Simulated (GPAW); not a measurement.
# Input and output of a self-consistent single point for Fe (Im-3m, 1 atom in the cell) (GPAW)

Level of theory: PBE, GPAW PAW datasets PBE (gpaw-data 1.0.1) (plane waves; GPAW 25.7.0).

Input as run:

```python
from ase import Atoms
from ase.units import GPa
from gpaw import GPAW, PW

atoms = Atoms(['Fe'],
              cell=[[-1.420354, 1.420354, 1.420354],
                    [1.420354, -1.420354, 1.420354],
                    [1.420354, 1.420354, -1.420354]],
              scaled_positions=[[0.000000, 0.000000, 0.000000]],
              pbc=True)

atoms.set_initial_magnetic_moments([4.0])

calc = GPAW(spinpol=True,
            mode=PW(800),
            xc='PBE',
            kpts=(13, 13, 13),
            occupations={'name': 'methfessel-paxton', 'width': 0.136, 'order': 1},
            nbands=-5,
            convergence={'density': 1e-05, 'energy': 1e-05},
            symmetry={'symmorphic': False, 'tolerance': 0.0005},
            maxiter=100)

atoms.calc = calc

energy = atoms.get_potential_energy()
print('Energy (eV):', round(energy, 6))
forces = atoms.get_forces()
print('Forces (eV/Ang):')
print(forces.round(5))
stress = atoms.get_stress()
print('Stress (GPa, Voigt):', (stress / GPa).round(4))
```

Output, abridged:

```
Input parameters:
  convergence: {density: 1e-05,
                energy: 1e-05}
  kpts: [13 13 13]
  maxiter: 100
  mode: {ecut: 800.0,
         name: pw}
  nbands: -5
  occupations: {name: methfessel-paxton,
                order: 1,
                width: 0.136}
  spinpol: True
  symmetry: {symmorphic: False,
             tolerance: 0.0005}
  xc: PBE

species:
  Fe:
    name: Iron
    Z: 26.0
    valence: 8
    core: 18
    charge: 0.0
    file: Fe.PBE.gz

    # Using partial waves for Fe as LCAO basis

Reference energy: -34619.454600  # eV

Spin-polarized calculation.
Initial magnetic moment: 4.000000

Convergence criteria:
 Maximum [total energy] change in last 3 cyles: 1e-05 eV / valence electron
 Maximum integral of absolute [dens]ity change: 1e-05 electrons / valence electron
 Maximum integral of absolute [eigenst]ate change: 4e-08 eV^2 / valence electron
 Maximum number of scf [iter]ations: 100

Symmetries present (total): 48
Symmetries with fractional translations: 0
2197 k-points: 13 x 13 x 13 Monkhorst-Pack grid
84 k-points in the irreducible part of the Brillouin zone
       k-points in crystal coordinates                weights
   0:     0.00000000    0.00000000    0.00000000          1/2197
   1:     0.07692308    0.00000000    0.00000000         12/2197
   2:     0.07692308    0.07692308   -0.07692308          6/2197
   [... 7 lines left out ...]
          ...
  83:     0.46153846    0.46153846    0.46153846          8/2197

Wave functions: Plane wave expansion
  Cutoff energy: 800.000 eV
  Number of coefficients (min, max): 575, 606
  Pulay-stress correction: 0.000000 eV/Ang^3 (de/decut=0.000000)

Occupation numbers: Methfessel-Paxton:
  width: 0.1360  # eV
  order: 1

Eigensolver

Densities:
  Coarse grid: 18*18*18 grid
  Fine grid: 36*36*36 grid
  Total Charge: 0.000000

Density mixing:
  Method: difference
  Backend: pulay
  Linear mixing parameter: 0.05
  old densities: 5
  Damping of long wavelength oscillations: 50

Hamiltonian:
  XC and Coulomb potentials evaluated on a 36*36*36 grid
  External potential:
    NoExternalPotential

XC parameters: PBE with 2 nearest neighbor stencil

Number of atoms: 1
Number of atomic orbitals: 9
Number of bands in calculation: 11
Number of valence electrons: 8
Bands to converge: occupied

Density initialized from atomic densities
  9 bands from LCAO basis set
  2 bands from random numbers

Atomic positions and initial magnetic moments

Positions:
   0 Fe     0.000000    0.000000    0.000000    ( 0.0000,  0.0000,  4.0000)

Unit cell:
           periodic     x           y           z      points  spacing
  1. axis:    yes   -1.420354    1.420354    1.420354    18     0.1116
  2. axis:    yes    1.420354   -1.420354    1.420354    18     0.1116
  3. axis:    yes    1.420354    1.420354   -1.420354    18     0.1116

  Lengths:   2.460125   2.460125   2.460125
  Angles:  109.471221 109.471221 109.471221

Effective grid spacing dv^(1/3) = 0.1253

     iter     time        total  log10-change:  magmom
                         energy   eigst   dens
iter:   1 --:--:--    -8.637954                   +4.0071
iter:   2 --:--:--    -8.931803   -1.45  -1.48    +3.0856
iter:   3 --:--:--    -9.000927   -2.09  -1.50    +2.4451
iter:   4 --:--:--    -9.014755   -2.83  -1.85    +2.2769
iter:   5 --:--:--    -9.043866   -2.38  -1.86    +2.2094
iter:   6 --:--:--    -9.047674   -2.72  -2.27    +2.0661
iter:   7 --:--:--    -9.047989   -3.35  -2.57    +2.1234
iter:   8 --:--:--    -9.048087   -4.37  -2.85    +2.1286
iter:   9 --:--:--    -9.047896   -5.12  -2.63    +2.1292
iter:  10 --:--:--    -9.047936   -5.91  -3.35    +2.1293
iter:  11 --:--:--    -9.047901c  -5.34  -3.07    +2.1282
iter:  12 --:--:--    -9.047888c  -5.78  -3.46    +2.1289
iter:  13 --:--:--    -9.047897c  -5.65  -3.63    +2.1294
iter:  14 --:--:--    -9.047895c  -7.23  -3.32    +2.1291
iter:  15 --:--:--    -9.047892c  -6.33  -3.44    +2.1290
iter:  16 --:--:--    -9.047891c  -7.31  -4.16    +2.1290
iter:  17 --:--:--    -9.047891c  -8.60c -5.02c   +2.1291

Converged after 17 iterations.

Dipole moment: (0.000000, -0.000000, -0.000000) |e|*Ang

Total magnetic moment: (0.000000, 0.000000, 2.129111)
Local magnetic moments:
   0 Fe ( 0.000000,  0.000000,  2.172474)

Energy contributions relative to reference atoms: (reference = -34619.454600)

Kinetic:         +6.646249
Potential:       -5.642456
External:        +0.000000
XC:             -10.155555
Entropy (-ST):   -0.000546
Local:           +0.104235
SIC:             +0.000000
--------------------------
Free energy:     -9.048073
Extrapolated:    -9.047891

Spin contamination: 0.060274 electrons
Showing only first 2 kpts
                      Up                     Down
 Kpt  Band  Eigenvalues  Occupancy  Eigenvalues  Occupancy
  0     2      7.74285    1.00000      9.57652    1.00004
  0     3      7.74285    1.00000      9.57652    1.00004
  0     4      8.90523    1.00000     11.65613   -0.00000
  0     5      8.90523    1.00000     11.65613   -0.00000

  1     2      7.73614    1.00000      9.56098    1.00002
  1     3      7.87307    1.00000      9.71819    1.00563
  1     4      8.84168    1.00000     11.56978   -0.00000
  1     5      8.91070    1.00000     11.66208   -0.00000

Fermi level: 10.00436

No gap
No difference between direct/indirect transitions
Energy (eV): -9.047891

Forces in eV/Ang:
  0 Fe    0.00000    0.00000   -0.00000

Stress tensor:
     0.007696     0.000000     0.000000
     0.000000     0.007696    -0.000000
     0.000000    -0.000000     0.007696
Stress (GPa, Voigt): [ 1.2331  1.2331  1.2331 -0.      0.      0.    ]
```

The run converged in 17 iterations. GPAW prints stress with tension positive.

The starting cell comes from a database of computed structures (which also holds hypothetical and non-ambient phases and stackings), without a prior relaxation at this level. Its lattice was rescaled by a random factor within 2.5 % of one. With one magnetic atom in the cell only a parallel order is possible.
